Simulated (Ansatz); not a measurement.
**(8,0) gold nanotube**

Level of theory: PBE (plane waves to 420 eV, PAW; Ansatz, a quantum-chemistry and plane-wave program). Mesh 1×1×14. No spin polarisation. Periodic along z alone, with about 11 Å of vacuum beside it. A hypothetical model, rolled from the flat sheet. Only distortions within the start's symmetry and period were free. Values not marked SOC lack spin–orbit coupling. Buckling under compression is shut out by symmetry and the short period.

- period along the axis (16 atoms): 4.684 Å
- mean diameter: 7.28 Å
- energy over the flat sheet: +96 meV/atom
- PBE gap: none (under 0.01 eV)
- work function (PBE): 5.50 eV
- axial stiffness dF/dε: 158 nN

```yaml
crystal:
  lattice:
    - [18.00000, 0.00000, 0.00000]
    - [0.00000, 18.00000, 0.00000]
    - [0.00000, 0.00000, 4.68360]
  atoms:
    - { symbol: Au, position: [0.68681, 0.57738, 0.50000] }
    - { symbol: Au, position: [0.70220, 0.50000, 0.00000] }
    - { symbol: Au, position: [0.57738, 0.68681, 0.50000] }
    - { symbol: Au, position: [0.64298, 0.64298, 0.00000] }
    - { symbol: Au, position: [0.42262, 0.68681, 0.50000] }
    - { symbol: Au, position: [0.50000, 0.70220, 0.00000] }
    - { symbol: Au, position: [0.31319, 0.57738, 0.50000] }
    - { symbol: Au, position: [0.35702, 0.64298, 0.00000] }
    - { symbol: Au, position: [0.31319, 0.42262, 0.50000] }
    - { symbol: Au, position: [0.29780, 0.50000, 0.00000] }
    - { symbol: Au, position: [0.42262, 0.31319, 0.50000] }
    - { symbol: Au, position: [0.35702, 0.35702, 0.00000] }
    - { symbol: Au, position: [0.57738, 0.31319, 0.50000] }
    - { symbol: Au, position: [0.50000, 0.29780, 0.00000] }
    - { symbol: Au, position: [0.68681, 0.42262, 0.50000] }
    - { symbol: Au, position: [0.64298, 0.35702, 0.00000] }
```
